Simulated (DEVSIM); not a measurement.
## CdS/CdTe n-p heterojunction

Structure: CdS/CdTe n-p heterojunction, at 300 K.

```tsv
layer (left to right)	material	thickness (μm)	Nd (cm⁻³)	Na (cm⁻³)	τn (s)	τp (s)
1	CdS	0.450	5.6e16	-	6.9e-10	6.9e-10
2	CdTe	0.810	-	2.7e17	6.9e-10	6.9e-10
```

Left contact: ohmic. Right contact: ohmic. Voltage is applied to the left contact. Recombination: SRH at mid-gap. Mobility is μmin + (μ − μmin)/(1 + (N/Nref)^α).

The device is made up for the run: typed textbook-type constants, with dimensions and the other settings drawn at random. Values at 300 K.

| parameter | CdS | CdTe |
|---|---|---|
| gap (eV) | 2.4 | 1.5 |
| affinity (eV) | 4.3 | 4.28 |
| permittivity | 9 | 10.2 |
| Nc (cm⁻³) | 2.2e18 | 8e17 |
| Nv (cm⁻³) | 1.8e19 | 1.8e19 |
| μn (cm²/Vs) | 300 | 1000 |
| μp (cm²/Vs) | 25 | 80 |
| μn,min | 30 | 100 |
| μp,min | 3 | 10 |
| Nref,n | 1e17 | 1e17 |
| Nref,p | 1e17 | 1e17 |
| αn | 0.6 | 0.6 |
| αp | 0.6 | 0.6 |

Simulated with DEVSIM: 1D drift-diffusion, Boltzmann statistics, complete ionisation; no tunnelling, impact ionisation, image-force lowering or self-heating. Band offsets follow the typed affinities; no thermionic-emission limit at abrupt steps, no polarisation charge.

The potential step across the device at zero bias is 1.277 V and the largest field in the device at zero bias is 150000 V/cm. The dark forward voltage at 1 A/cm² comes out as 1.132 V and the dark forward voltage at 100 A/cm² is 1.257 V.

Dark forward current:

```tsv
V (V)	J (A/cm²)
-0.30	-2.5e-14
-0.35	-1.5e-13
-0.40	-9.1e-13
-0.45	-5.7e-12
-0.55	-2.3e-10
-0.60	-1.5e-9
-0.65	-9.7e-9
-0.70	-6.4e-8
-0.75	-4.3e-7
-0.80	-2.9e-6
-0.90	-0.00013
-0.95	-0.00090
-1.00	-0.0061
-1.05	-0.042
-1.10	-0.29
-1.15	-2.0
-1.25	-82
-1.30	-370
-1.35	-1100
-1.40	-2100
```

Small-signal capacitance in reverse bias (quasi-static):

```csv
V (V),C (nF/cm²)
0.4,43.1
1,36.9
2,30.6
3,26.7
4,24.0
6,20.4
```
